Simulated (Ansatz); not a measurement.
Consider SiO2 (space group P3_121, No. 152; a = 5.020 Å, c = 5.509 Å). Axes: x lies along a and z along c of the hexagonal cell.

Calculations: PBE (Ansatz, a program for electronic structure, PAW, without spin-orbit coupling), earlier PAW set.

For the base:

```
Property            Value
---------------  --------
Pressure         0.01 GPa
Volume per atom  13.36 Å³
```

One thing is altered: compressive biaxial strain of 1.25 % in the plane normal to [001], as in epitaxy on a mismatched substrate; the out-of-plane cell vector and the atoms relax.

Task: Estimate the effect on the pressure and volume per atom.

Result: The pressure (mean of the normal stresses, compression positive) goes up by 0.71 GPa, from 0.01 GPa to 0.72 GPa; the volume per atom shrinks by 0.29 Å³ to 13.07 Å³.

Whether these cells are dynamically stable was not tested.
